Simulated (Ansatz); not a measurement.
Structure of amorphous W20Si10N20 (periodic cell):

```
CELL_PARAMETERS angstrom
      8.87931     0.42650    -0.27846
      0.42650     9.00776    -0.01515
     -0.27846    -0.01515     7.79870
ATOMIC_POSITIONS crystal
  W  0.52713 0.62329 0.94014
  W  0.72821 0.24894 0.53492
  W  0.83913 0.65561 0.99216
  W  0.59615 0.87429 0.17804
  W  0.05654 0.16407 0.42089
  W  0.40446 0.89310 0.75711
  W  0.26302 0.97133 0.10245
  W  0.59048 0.33132 0.85302
  W  0.94710 0.98942 0.04054
  W  0.89612 0.96577 0.65455
  W  0.12480 0.73608 0.89118
  W  0.38939 0.21355 0.58277
  W  0.70051 0.52172 0.32069
  W  0.41345 0.37397 0.15256
  W  0.22733 0.40225 0.85040
  W  0.90251 0.37957 0.80157
  W  0.13383 0.12288 0.81174
  W  0.32164 0.68047 0.20220
  W  0.03281 0.51492 0.52039
  W  0.81855 0.29128 0.13998
  Si 0.42091 0.93912 0.43546
  Si 0.41831 0.13931 0.90151
  Si 0.67473 0.08095 0.00347
  Si 0.14016 0.83777 0.48131
  Si 0.80446 0.03953 0.32243
  Si 0.53394 0.13740 0.30757
  Si 0.40039 0.54656 0.54933
  Si 0.02560 0.51379 0.18429
  Si 0.62692 0.02479 0.68908
  Si 0.83106 0.74425 0.31571
  N  0.46643 0.67642 0.69894
  N  0.95885 0.77381 0.48895
  N  0.94934 0.18487 0.63792
  N  0.82467 0.45280 0.53401
  N  0.33857 0.78387 0.97270
  N  0.03800 0.55615 0.78772
  N  0.25659 0.42619 0.59386
  N  0.47210 0.53633 0.34313
  N  0.16226 0.89478 0.69974
  N  0.24459 0.67309 0.44320
  N  0.11045 0.81147 0.13506
  N  0.61332 0.43027 0.09136
  N  0.72437 0.53416 0.83822
  N  0.96305 0.20374 0.96821
  N  0.20753 0.50530 0.09956
  N  0.03143 0.34821 0.30127
  N  0.21300 0.98827 0.37135
  N  0.27009 0.21106 0.03429
  N  0.53554 0.37759 0.60577
  N  0.89893 0.82761 0.86351
```

Calculation: PBE, scalar-relativistic without spin-orbit coupling (plane waves to 420 eV, PAW; Ansatz, an electronic-structure program). Neutral PBE cell, which sets geometry, pressure and energy: sampling: a 2×2×2 Γ-centred mesh; Fermi-Dirac width 0.1 eV; no spin polarisation. The usual formal charges leave 100 electrons over, so the level spacing at the Fermi energy parts defect or band states and needn't be the band gap.

The cell was made by melting and quenching with the CHGNet potential and then relaxed with DFT. N atoms were pushed apart under 1.9 Å during the dynamics, to hinder bonds among them. The hot cell started wider than the set density and was brought back towards it in steps. It is the lowest in DFT energy of 2 quenches. It is a model cell: composition and starting density were chosen by hand, and all elements were melted together. No dispersion term was used. Its density started from a set value of 13.06 and ended at 11.32 g/cm³. The quench (nominally 450 K/ps over its main leg) was far faster than any real one, so the model tends to hold more defects than a real film. A cell of this size samples the disorder only roughly. Volume and shape were free in the relaxation.

Task: Give the pressure, the energy against reference phases and the spacing of the highest filled and lowest empty levels.

Result: 
```yaml
Pressure on a 2×2×2 Γ-centred mesh: 0.31 GPa
Largest force and stress component on that mesh (the relaxation ran on one k-point at (1/4, 1/4, 1/4)): 0.41 eV/Å and 0.6 GPa
Energy relative to beta Si3N4 + bcc W + W2N3 (Cm) (lowest mix at this level among the phases computed, not always the ambient ones): 0.592 eV/atom
Level spacing at the Fermi energy on a 2×2×2 Γ-centred mesh (PBE): within the smearing (under twice its width)
```

Bonds are counted up to W-W 3.04 Å, W-Si 2.74 Å, W-N 2.74 Å, Si-Si 2.60 Å, Si-N 2.08 Å, N-N 1.70 Å. Two cations that share two anions don't count as bonded, nor two that share one unless they lie closer than W-W 2.95 Å, W-Si 2.66 Å, Si-Si 2.38 Å.
